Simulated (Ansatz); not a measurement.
The cell is built on a prototype and need not be the phase stable at ambient conditions.

By r2SCAN, the system below comes out a metal.

The ballistic (Sharvin) conductance counts the channels at the Fermi level: G/A = (e²/h) × channels of both spins per area.

Given:

```xyz
5
Lattice="6.9691 0.0000 0.0000 -3.4846 6.0354 0.0000 3.4846 2.0118 2.8451" Properties=species:S:1:pos:R:3 pbc="T T T"
Ca     0.0000     0.0000     0.0000
Ti     0.0000     4.0236     1.4226
Se     1.7423     3.0177     0.0000
Se    -1.7423     3.0177     0.0000
Se     3.4846     0.0000     0.0000
```

Space group of this cell: Pm-3m, cubic perovskite. The cell was relaxed by PBE-D3(BJ); by r2SCAN its mean pressure is 2.0 GPa.

The current flows along the normal of the first two printed cell vectors. No spin-orbit coupling; the value is a mean over 0.1 eV about the Fermi level.

Q: State the ballistic conductance per area according to r2SCAN (Ansatz, a first-principles code).

A: 0.25 × 10¹⁵ S/m² for both spins.
